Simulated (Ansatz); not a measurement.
The starting structures come from a database of crystals and need not be the phases stable at ambient conditions.

Given:

```xyz
20
Lattice="4.8469 0.0000 0.0000 0.0000 7.0899 0.0000 0.0000 0.0000 4.9854" Properties=species:S:1:pos:R:3 pbc="T T T"
Al     3.6248     2.7679     0.1521
Al     1.2222     4.3220     4.8333
Al     3.6456     0.7771     2.6448
Al     1.2013     6.3129     2.3406
Al     3.6456     6.3129     4.8333
Al     1.2013     0.7771     0.1521
Al     3.6248     4.3220     2.3406
Al     1.2222     2.7679     2.6448
O      4.3282     4.6368     0.5084
O      0.5187     2.4531     4.4770
O      2.9422     5.9981     3.0011
O      1.9047     1.0919     1.9843
O      2.9422     1.0919     4.4770
O      1.9047     5.9981     0.5084
O      4.3282     2.4531     1.9843
O      0.5187     4.6368     3.0011
O      4.6075     0.0000     1.2464
O      0.2394     0.0000     3.7391
O      2.6629     3.5450     3.7391
O      2.1840     3.5450     1.2464
```

Space group of this cell: Pbcn. The cell is taken as given; by r2SCAN its mean pressure is -7.3 GPa.

All values below come from r2SCAN (plane waves, PAW; Ansatz, a first-principles code).

The current runs along the normal of the first two printed vectors; no spin-orbit coupling. Scaled by the factor s: both lengths across the current (ions clamped). The meshes follow the cell: 6×6×6 and 6×6 across at s = 0.98, 6×4×6 and 6×4 across at s = 1.00, 6×4×6 and 6×4 across at s = 1.02.

| s | mean pressure (GPa) | band gap (eV) |
|---|---|---|
| 0.98 | 2.9 | 6.68 |
| 1.00 | -7.3 | 6.20 |
| 1.02 | -15.7 | ? |

Q: Take the slope of the band gap against ln s from the two given rows, extrapolate to s = 1.02, and say what the run there gives.

A: Slope = (6.68 − 6.20) / ln 0.98 = -23.8 eV. The line gives 6.20 + (-23.8) × ln 1.02 = 5.73 eV. The run gives 5.70 eV, 0.03 eV under the line, 6 % of the predicted step.
